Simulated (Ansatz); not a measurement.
**CuPd under a change: Cu → Te**

The reference is CuPd in the CsCl type structure (space group Pm-3m, No. 221; a = 2.962 Å).

Now apply this change: Te takes the place of Cu on all its sites; the structure is relaxed again.

The values are results of Ansatz (a program for electronic structure), PBEsol, PAW, cutoff 420 eV, scalar-relativistic without spin-orbit coupling, not measurements. k-mesh 14×14×14 (Γ-centred); smearing 0.05 eV (Fermi–Dirac), for the changed cell.

```tsv
quantity	base	changed	shift
density	10.86 g/cm³	9.96 g/cm³	-0.90 g/cm³
lattice parameter a	2.962 Å	3.391 Å	+0.429 Å
space group	Pm-3m (No. 221)	Pm-3m (No. 221)	–
shortest interatomic distance	2.565 Å	2.937 Å	+0.372 Å
band gap	zero	zero	–
```

Final structure:

```xyz
2
Lattice="3.3912 0.0000 0.0000 0.0000 3.3912 0.0000 0.0000 0.0000 3.3912" Properties=species:S:1:pos:R:3 pbc="T T T"
Te     0.0000     0.0000     0.0000
Pd     1.6956     1.6956     1.6956
```

Whether these cells are dynamically stable was not tested. As relaxed here, PdTe is a hypothetical phase, not in the database extracts checked. All final runs are without spin polarisation.
